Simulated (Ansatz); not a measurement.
**What Pt → Os does to Pt**

The reference is Pt in the fcc (Cu type) structure (space group Fm-3m, No. 225; a = 3.940 Å).

It is then changed as follows: every Pt is replaced by Os, then cell and atoms are relaxed.

Calculations: Ansatz (a quantum-chemistry and plane-wave program) r2SCAN, spin-orbit coupling left out. Settings: 21×21×21 k-points, 0.05 eV Fermi–Dirac smearing, for the changed cell.

```tsv
quantity	base	changed	shift
volume per atom	15.29 Å³	14.07 Å³	-1.226 Å³
density	21.18 g/cm³	22.45 g/cm³	+1.27 g/cm³
lattice parameter a	7.446 bohr	7.242 bohr	-0.204 bohr
space group	Fm-3m (No. 225)	Fm-3m (No. 225)	–
shortest interatomic distance	5.265 bohr	5.121 bohr	-0.1446 bohr
band gap	zero	zero	–
```

Whether these cells are dynamically stable was not tested. All final runs are without spin polarisation. This is not the structure that Os has at room temperature and ambient pressure.
